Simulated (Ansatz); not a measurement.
Phonon-limited transport in AuSb₂ (Pa-3)

Here is the system:

```
AuSb2
1.0
    6.67476     0.00000     0.00000
    0.00000     6.67476     0.00000
    0.00000     0.00000     6.67476
Sb Au
8 4
Direct
  0.37519   0.12481   0.87519
  0.62481   0.87519   0.12481
  0.12481   0.87519   0.37519
  0.87519   0.12481   0.62481
  0.87519   0.37519   0.12481
  0.12481   0.62481   0.87519
  0.62481   0.62481   0.62481
  0.37519   0.37519   0.37519
  0.00000   0.50000   0.50000
  0.50000   0.50000   0.00000
  0.50000   0.00000   0.50000
  0.00000   0.00000   0.00000
```

The numbers are results of PBEsol, DFPT electron-phonon coupling, linearised Boltzmann equation (plane waves, PAW, scalar-relativistic; Ansatz, an electronic-structure program), not measurements. Cell: relaxed with this functional, without spin-orbit coupling.

| Quantity | Value |
|---|---|
| resistivity at 300 K | 22 μΩ·cm |
| resistivity at 77 K | 4.6 μΩ·cm |
| electron mean free path at 300 K (weighted by the current that each state carries) | 8.5 nm |
| Hall coefficient at 300 K | -27 ×10⁻¹¹ m³/C |

A metal at this level (no band gap). Only scattering by harmonic phonons is included (no impurities, grain boundaries, electron-electron scattering or thermal expansion). Spin-orbit coupling is left out, which matters with elements this heavy. The run warned that the eigensolver left some states short of its tolerance. Halving the electron mesh (12x12x12) moves the resistivity by up to 5 % at 300 K, the mean free path by up to 5 %. Smearing 0.20 eV; phonons on a 2x2x2 q mesh, which this run doesn't test and which matters most at low temperature.

Formula and space group known from diffraction (Crystallography Open Database), not checked to be the room-temperature form: AuSb2 (Pa-3).
